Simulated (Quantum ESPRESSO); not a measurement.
Input and output of a self-consistent single point for As (R-3m, 2 atoms in the cell) (Quantum ESPRESSO).

Computed with PBE, PSlibrary ultrasoft (PBE) pseudopotentials (plane waves; Quantum ESPRESSO).

The change in words: lattice scaled by 0.98; ecutwfc: 30 Ry → 40 Ry; ecutrho: 180 Ry → 240 Ry. Reference geometry:
```yaml
crystal:
  lattice:
    - [3.69877, -1.88940, 0.00000]
    - [3.69877, 1.88940, 0.00000]
    - [2.73362, 0.00000, 3.12698]
  atoms:
    - { symbol: As, position: [0.23172, 0.23172, 0.23172] }
    - { symbol: As, position: [0.77300, 0.77300, 0.77300] }
```

Reference input (self-consistent single point, DFT, PBE, plane waves, PSlibrary ultrasoft (PBE) pseudopotentials): ecutwfc = 30 Ry; ecutrho = 180 Ry; occupations = smearing; smearing = fermi-dirac; degauss = 0.0073499 Ry; potentials = {As: As.pbe-n-rrkjus_psl.1.0.0.UPF}; K_POINTS = automatic 6 6 6 0 0 0; conv_thr = 1e-10 Ry. This run's input differs from it in these lines:

```diff
@@ -12,4 +12,4 @@
    ntyp = 1
-   ecutwfc = 30
-   ecutrho = 180
+   ecutwfc = 40
+   ecutrho = 240
    occupations = 'smearing'
@@ -29,5 +29,5 @@
 CELL_PARAMETERS bohr
-   6.9896543749    -3.5704485121     0.0000002686
-   6.9896543749     3.5704485121     0.0000002686
-   5.1658010797     0.0000000000     5.9091344598
+   6.8498618154    -3.4990392972     0.0000002194
+   6.8498618154     3.4990392972     0.0000002194
+   5.0624860108     0.0000000000     5.7909514144
```

The program printed (abridged):

```
     Self-consistent Calculation

     iteration #  1     ecut=    40.00 Ry     beta= 0.70

     Threshold (ethr) on eigenvalues was too large:
     Diagonalizing with lowered threshold

     total energy              =     -40.90316993 Ry
     estimated scf accuracy    <       0.01039267 Ry

     iteration #  2     ecut=    40.00 Ry     beta= 0.70

     total energy              =     -40.90332800 Ry
     estimated scf accuracy    <       0.00079608 Ry

     iteration #  3     ecut=    40.00 Ry     beta= 0.70

     total energy              =     -40.90334569 Ry
     estimated scf accuracy    <       0.00000534 Ry

   [... 2 blocks of this kind left out ...]

     iteration #  6     ecut=    40.00 Ry     beta= 0.70

     total energy              =     -40.90334779 Ry
     estimated scf accuracy    <          1.1E-10 Ry

     iteration #  7     ecut=    40.00 Ry     beta= 0.70
     End of self-consistent calculation

     the Fermi energy is     8.2354 ev

!    total energy              =     -40.90334779 Ry
     estimated scf accuracy    <          2.5E-11 Ry
     smearing contrib. (-TS)   =      -0.00055560 Ry
     internal energy E=F+TS    =     -40.90279220 Ry

     convergence has been achieved in   7 iterations

     Forces acting on atoms (cartesian axes, Ry/au):

     atom    1 type  1   force =     0.00246846    0.00000000    0.00076188
     atom    2 type  1   force =    -0.00246846    0.00000000   -0.00076188

     Total force =     0.003653     Total SCF correction =     0.000001

          total   stress  (Ry/bohr**3)                   (kbar)     P=       59.13
   0.00027299   0.00000000  -0.00006269           40.16        0.00       -9.22
   0.00000000   0.00047609   0.00000000            0.00       70.04        0.00
  -0.00006269   0.00000000   0.00045673           -9.22        0.00       67.19

   JOB DONE.
```

The run converged in 7 iterations. Against the reference run the free energy rises by 22.8 meV/atom, the pressure goes from 0.85 to 5.91 GPa and the largest force goes from 0.342 to 0.066 eV/Å.

The starting cell has typed, rounded lattice constants, without a prior relaxation at this level. Its lattice was rescaled by up to half a per cent. One atom was moved a little off its site on purpose. For this run, on top of that: lattice scaled by 0.98.
